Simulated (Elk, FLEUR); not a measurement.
A FLEUR input for a self-consistent single point of Mg (P6_3/mmc, 2 atoms in the cell) (DFT, PBE, all-electron FLAPW (FLEUR), scalar-relativistic valence):

Input of the input generator:

```
scf Mg
&input film=f /
3.1058026022 -5.3794079053 0.0000000000
3.1058026022 5.3794079053 0.0000000000
0.0000000000 0.0000000000 10.0817644639
1.0
1.0 1.0 1.0

2
12 0.3333333333 0.6666666667 0.2500000000
12 0.6666666667 0.3333333333 0.7500000000

&comp jspins=1 /
&kpt div1=12 div2=12 div3=6 gamma=t /
&end /
```

```xml
<?xml version="1.0" encoding="UTF-8" standalone="no"?>
<fleurInput fleurInputVersion="0.39">
   <comment>
      scf Mg                                                                                              
   </comment>
   <calculationSetup>
      <cutoffs Kmax="3.8" Gmax="13.3" GmaxXC="13.3" numbands="0"/>
      <scfLoop itmax="100" minDistance="0.00001" maxIterBroyd="40" imix="Anderson" alpha="0.05" precondParam="0.0" spinf="2.0"/>
      <coreElectrons ctail="T" frcor="F" kcrel="0" coretail_lmax="0"/>
      <xcFunctional name="pbe" relativisticCorrections="F"/>
      <magnetism jspins="1"/>
      <soc l_soc="F" theta="0.0" phi="0.0" spav="F"/>
      <expertModes spex="0" secvar="F"/>
      <geometryOptimization l_f="T" forcealpha="1.0" forcemix="BFGS" epsdisp="0.00001" epsforce="0.00001"/>
      <ldaU l_linMix="F" mixParam="0.05" spinf="1.0"/>
   </calculationSetup>
   <cell>
      <bzIntegration valenceElectrons="20.0" mode="hist" fermiSmearingEnergy="0.00367493">
         <kPointListSelection listName="default-1"/>
         <!-- k-points included here -->
         <xi:include xmlns:xi="http://www.w3.org/2001/XInclude" href="kpts.xml"> </xi:include>
      </bzIntegration>
      <!-- symmetry operations included here -->
      <xi:include xmlns:xi="http://www.w3.org/2001/XInclude" href="sym.xml"> </xi:include>
      <bulkLattice scale="1.0">
         <bravaisMatrix>
            <row-1>    3.1058026021999998    -5.3794079052999999     0.0000000000000000</row-1>
            <row-2>    3.1058026021999998     5.3794079052999999     0.0000000000000000</row-2>
            <row-3>    0.0000000000000000     0.0000000000000000    10.0817644639000008</row-3>
         </bravaisMatrix>
      </bulkLattice>
   </cell>
   <atomSpecies>
      <species name="Magnesium (Mg)" element="Mg" atomicNumber="12">
         <mtSphere radius="2.68" gridPoints="925" logIncrement="0.013"/>
         <atomicCutoffs lmax="10" lnonsphr="8"/>
         <electronConfig flipSpins="F">
            <coreConfig>(1s1/2)</coreConfig>
            <valenceConfig>(2s1/2) (2p1/2) (2p3/2) (3s1/2)</valenceConfig>
         </electronConfig>
         <energyParameters s="3" p="3" d="3" f="4"/>
         <lo type="SCLO" l="0" n="2" eDeriv="0"/>
         <lo type="SCLO" l="1" n="2" eDeriv="0"/>
      </species>
   </atomSpecies>
   <atomGroups>
      <atomGroup species="Magnesium (Mg)">
         <relPos label="                   1">1.000/3.000 -1.000/3.000 1.000/4.000</relPos>
         <relPos label="                   2">-1.000/3.000 1.000/3.000 -1.000/4.000</relPos>
         <force calculate="T" relaxXYZ="TTT"/>
      </atomGroup>
   </atomGroups>
   <output dos="F" band="F" slice="F">
      <checks vchk="F" cdinf="F"/>
      <bandDOS minEnergy="-.5*Htr" maxEnergy="0.5*Htr" sigma="0.015" storeEVData="T"/>
      <vacuumDOS vacdos="F" integ="F" star="F" nstars="0" locx1="0.0" locy1="0.0" locx2="0.0" locy2="0.0" nstm="0" tworkf="0.0"/>
      <unfoldingBand unfoldBand="F" supercellX="1" supercellY="1" supercellZ="1"/>
      <plotting iplot="0" polar="F">
         <plot TwoD="T" vec1="  1.0  0.0  0.0" vec2="  0.0  1.0  0.0" vec3="  0.0  0.0  1.0" zero="  0.0  0.0  0.0" file="plot"/>
      </plotting>
      <chargeDensitySlicing numkpt="0" minEigenval="0.0" maxEigenval="0.0" nnne="0" pallst="F"/>
      <specialOutput eonly="F"/>
      <magneticCircularDichroism mcd="F" energyLo="-10.0" energyUp="0.0"/>
   </output>
  <!-- We include the file relax.xml here to enable relaxations (see documentation) -->
  <xi:include xmlns:xi="http://www.w3.org/2001/XInclude" href="relax.xml"> <xi:fallback/> </xi:include>
</fleurInput>
```

Question: Translate this input to Elk.

Answer: This is the input that was run; spellings and numerical settings could be chosen otherwise.

```
tasks
  0

xctype
  20

rgkmax
  8.0

gmaxvr
  14.0

nxoapwlo
  1

stype
  3

swidth
  0.00367493

avec
    3.1058026022   -5.3794079053    0.0000000000
    3.1058026022    5.3794079053    0.0000000000
    0.0000000000    0.0000000000   10.0817644639

atoms
  1   : nspecies
  'Mg.in'   : spfname
  2   : natoms; atposl, bfcmt below
  0.3333333333  0.6666666667  0.2500000000    0.0 0.0 0.0
  0.6666666667  0.3333333333  0.7500000000    0.0 0.0 0.0

ngridk
  12 12 6
```

Basis settings and potentials, where a program has them, do not carry over. This input uses DFT, PBE, all-electron FP-LAPW, Elk's shipped species files, LAPW+lo basis.

The starting cell has typed, rounded lattice constants, without a prior relaxation at this level. Its lattice was rescaled by a random factor within 2.5 % of one.
